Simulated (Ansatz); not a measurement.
Input and output of a self-consistent single point for KF (Fm-3m, 2 atoms in the cell) (Ansatz, a quantum-chemistry and plane-wave program).

Computed with PBE, PAW files (plane waves; Ansatz).

The change in words: lattice scaled by 0.98. Reference geometry:
```yaml
crystal:
  lattice:
    - [0.00000, 2.65442, 2.65442]
    - [2.65442, 0.00000, 2.65442]
    - [2.65442, 2.65442, 0.00000]
  atoms:
    - { symbol: K, position: [0.00000, 0.00000, 0.00000] }
    - { symbol: F, position: [0.50000, 0.50000, 0.50000] }
```

Reference input (self-consistent single point, DFT, PBE, plane waves, PAW files): basis.ecutwfc = 30.9 Ry; kpoints.mp_grid.grid = 9 9 9; hamiltonian.xc = pbe; hamiltonian.pseudopotentials = {kind: paw} (the program's default PAW files); scf.occupations.method = fermi_dirac; scf.occupations.width = 0.0015 Ry. This run's input differs from it in these lines:

```diff
@@ -2,5 +2,5 @@
   lattice:
-    - [0.00000000, 2.65441500, 2.65441500]
-    - [2.65441500, 0.00000000, 2.65441500]
-    - [2.65441500, 2.65441500, 0.00000000]
+    - [0.00000000, 2.60132700, 2.60132700]
+    - [2.60132700, 0.00000000, 2.60132700]
+    - [2.60132700, 2.60132700, 0.00000000]
   atoms:
```

Log, with long lists cut:

```
SCF iter   1: F=—  HF=-2351.655085 eV  |F-HF|=—  |Δ(HF+E_count)|=         —  Δρ=1.95e-1  dr2=1.16e1  ethr=3.10e-3  ⟨swp⟩=6.7  Hψ=2839  notcnv=0
all-band conjugate gradients solve this SCF's bands
preconditioner: auto → none
SCF iter   2: F=—  HF=-2348.804023 eV  |F-HF|=—  |Δ(HF+E_count)|=    2.85e0  Δρ=2.55e-2  dr2=2.86e-1  ethr=3.10e-3  ⟨swp⟩=3.2  Hψ=1242  notcnv=0
   [... lines left out ...]
SCF iter   5: F=—  HF=-2348.746254 eV  |F-HF|=—  |Δ(HF+E_count)|=   4.37e-4  Δρ=9.20e-4  dr2=3.44e-4  ethr=1.23e-5  ⟨swp⟩=2.3  Hψ=547  notcnv=0
SCF iter   6: F=—  HF=-2348.746172 eV  |F-HF|=—  |Δ(HF+E_count)|=   8.15e-5  Δρ=1.45e-4  dr2=7.09e-6  ethr=2.15e-6  ⟨swp⟩=2.0  Hψ=569  notcnv=0
SCF iter   7: F=—  HF=-2348.746129 eV  |F-HF|=—  |Δ(HF+E_count)|=   4.39e-5  Δρ=1.04e-5  dr2=1.87e-8  ethr=6.25e-10  ⟨swp⟩=4.2  Hψ=2634  notcnv=0
SCF iter   8: F=-2348.746129 eV  HF=-2348.746129 eV  |F-HF|=7.28e-12  |Δ(HF+E_count)|=   1.41e-8  Δρ=7.17e-7  dr2=7.69e-11  ethr=1.17e-10  ⟨swp⟩=2.0  Hψ=1260  notcnv=0
SCF 1 converged in 8 iterations: F = -2348.746129 eV  dr2 = 7.69e-11
Free energy (F): -2348.746129 eV
Internal energy: -2348.746129 eV  (E = F + TS)
E sigma→0 (E₀):  -2348.746129 eV
Fermi energy:    5.382949 eV
--- Forces (eV/Å), atoms counted from 1 ---
  atom   1  K     -0.00000000     0.00000000     0.00000000
  atom   2  F      0.00000000    -0.00000000     0.00000000
--- Stress (GPa, compression-positive) ---
        4.810695       0.000000       0.000000
        0.000000       4.810695      -0.000000
        0.000000       0.000000       4.810695
  P = ⅓ Tr σ = 4.8107 GPa (48.107 kbar)
  The stress holds the Pulay correction. Without it, at fixed plane waves, as pw.x and ABINIT print it: P = 4.6350 GPa
```

The run converged in 8 iterations. Against the reference run the free energy rises by 23.3 meV/atom, the pressure goes from 2.11 to 4.81 GPa and the gap on the mesh goes from 6.287 to 6.625 eV.

The starting cell comes from a database of computed structures (which also holds hypothetical and non-ambient phases and stackings), without a prior relaxation at this level. For this run, on top of that: lattice scaled by 0.98. With a pressure of about 5 GPa the cell is away from its equilibrium volume at this level. Ansatz's pressure includes its estimate of the finite-basis (Pulay) stress.

Keys are those of Ansatz 0.2.
